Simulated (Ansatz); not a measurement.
CF2 on the 1x1 (0001) surface of hcp Ru, one in a 2x2 cell, energies for each (25.7 Å²). Energies are against CF4(g) − F2(g), without zero-point or thermal terms; each row is named by its start.

These are PBE (plane waves to 420 eV, PAW; Ansatz, an electronic-structure program) values and carry that method's errors.

Model: 19-atom slab, 6.3 Å thick at the start under the adsorbate (thin: gaps and levels are the slab's own), 6x6x1 mesh, Fermi-Dirac 0.1 eV, dipole correction, 8 atoms held, the rest relaxed; each run with such symmetry as its start has; no spin, no spin-orbit, no U, no dispersion correction.

A negative adsorption energy means that the adsorbate is more stable on the surface than in its reference. Starts that drift may end in the same place. Heights count from the host atoms within 0.3 Å of the top one.

```json
[
 {"starting site": "top Ru", "E_ads (eV)": "5.23", "height (Å)": "2.05", "nearest host atom (Å)": "Ru 1.91", "bonded to": "Ru", "Δ work function (eV)": "0.09", "lateral drift (Å)": "0.0"},
 {"starting site": "hollow Ru-Ru-Ru", "E_ads (eV)": "5.23", "height (Å)": "2.05", "nearest host atom (Å)": "Ru 1.91", "bonded to": "Ru", "Δ work function (eV)": "0.10", "lateral drift (Å)": "1.5"},
 {"starting site": "hollow Ru-Ru-Ru over Ru at depth 2.1 Å", "E_ads (eV)": "5.23", "height (Å)": "2.05", "nearest host atom (Å)": "Ru 1.91", "bonded to": "Ru", "Δ work function (eV)": "0.09", "lateral drift (Å)": "1.6"},
 {"starting site": "bridge Ru-Ru (span 2.7 Å)", "E_ads (eV)": "5.14", "height (Å)": "1.62", "nearest host atom (Å)": "Ru 2.08", "bonded to": "2 Ru", "Δ work function (eV)": "0.80", "lateral drift (Å)": "0.2"}
]
```
